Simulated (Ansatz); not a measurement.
Relaxation of the outer planes of the (210) surface of fcc Pb in its 1x1 cell, outermost plane spacing 1.13 Å in the ideal cut.

Level of theory: PBE (plane waves to 420 eV, PAW; Ansatz, an electronic-structure program).

Model: 10-atom slab, 10.1 Å thick at the start (thin: gaps and levels are the slab's own), 8x7x1 mesh, Fermi-Dirac 0.1 eV, dipole correction, all atoms relaxed; held to the part of the start's symmetry that mesh and held atoms allow; no spin, no spin-orbit, no U.

| plane | atoms | bulk spacing to the next (Å) | relaxed spacing (Å) | change (%) | rumpling (Å) |
|---|---|---|---|---|---|
| 1 | Pb | 1.127 | 0.800 | -29.0 | 0.00 |
| 2 | Pb | 1.127 | 1.106 | -1.9 | 0.00 |
